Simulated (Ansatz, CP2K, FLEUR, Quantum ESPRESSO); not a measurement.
**One structure in several programs: LuGaAu (C2/m, 6 atoms in the cell)**

Self-consistent single point.

```xyz
6
Lattice="5.1251 -2.2018 0.0000 5.1251 2.2018 0.0000 -4.5681 0.0000 5.1914" Properties=species:S:1:pos:R:3 pbc="T T T"
Lu     1.5382     0.0000     3.6515
Lu     4.1439     0.0000     1.5399
Ga     1.1264     0.0000     0.5562
Ga     4.5556     0.0000     4.6352
Au     7.1295     0.0000     1.4873
Au    -1.4474     0.0000     3.7041
```

Shared settings, as Ansatz (a quantum-chemistry and plane-wave program) writes them: kpoints.mp_grid.grid = 4 4 3; scf.occupations.method = fermi_dirac; scf.occupations.width = 0.0037 Ry. Potentials and cutoffs stand in the table.

```json
[
 {"code": "CP2K", "model": "PBEsol, GPW, DZVP-MOLOPT-SR-GTH basis, GTH-PBE potentials (GTH_POTENTIALS)", "pressure (GPa)": "0.27", "largest force (eV/Å)": "0.180", "cutoff": "grid 600 Ry"},
 {"code": "FLEUR", "model": "PBEsol, all-electron FLAPW (FLEUR), scalar-relativistic valence", "pressure (GPa)": "–", "largest force (eV/Å)": "0.054", "cutoff": "Kmax 3.8 1/bohr"},
 {"code": "Quantum ESPRESSO", "model": "PBEsol, PSlibrary PAW (PBE) pseudopotentials", "pressure (GPa)": "-2.40", "largest force (eV/Å)": "0.070", "cutoff": "70 Ry"},
 {"code": "Ansatz", "model": "PBEsol, PAW files made with PBE", "pressure (GPa)": "-1.60", "largest force (eV/Å)": "0.045", "cutoff": "default"}
]
```

Size of the force on each atom (eV/Å): Sizes of forces hide their directions.

```json
[
 {"code": "CP2K", "Lu1": "0.023", "Lu2": "0.023", "Ga3": "0.180", "Ga4": "0.180", "Au5": "0.059", "Au6": "0.059"},
 {"code": "FLEUR", "Lu1": "0.028", "Lu2": "0.028", "Ga3": "0.026", "Ga4": "0.026", "Au5": "0.054", "Au6": "0.054"},
 {"code": "Quantum ESPRESSO", "Lu1": "0.026", "Lu2": "0.026", "Ga3": "0.042", "Ga4": "0.042", "Au5": "0.070", "Au6": "0.070"},
 {"code": "Ansatz", "Lu1": "0.030", "Lu2": "0.030", "Ga3": "0.020", "Ga4": "0.020", "Au5": "0.045", "Au6": "0.045"}
]
```

A dash marks a value that a program does not give, or that is left out as unsure.

On Ansatz's run: spin-orbit coupling is off.

The spread over the programs that give each value: pressure within 2.67 GPa; largest force within 0.135 eV/Å.

CP2K uses small atom-centred bases, whose incompleteness enters pressures, forces and empty levels differently from a plane-wave cutoff. FLEUR treats all electrons, but the usual bases taken here (sphere radii, linearisation, local orbitals, empty states) were not tested for convergence, so the values are no reference for the others. Ansatz's pressure is given at a fixed set of plane waves, as the other plane-wave codes print theirs; with its correction for the finite basis it is -1.54 GPa. In the pressure, CP2K (by 2.27) lies more than 1 GPa from the median of the plane-wave programs. In the force vectors, CP2K (by 0.149) lies more than 0.08 eV/Å from the median of the plane-wave programs.

The shared mesh is coarse (it stands for a supercell whose shortest vector is 18 Å), so the values are not converged in it.

The starting cell comes from a database of computed structures (which also holds hypothetical and non-ambient phases and stackings), without a prior relaxation at this level.

Left out of this page: Elk (not drawn, or without a comparable value).

Keys are those of Ansatz 0.2.
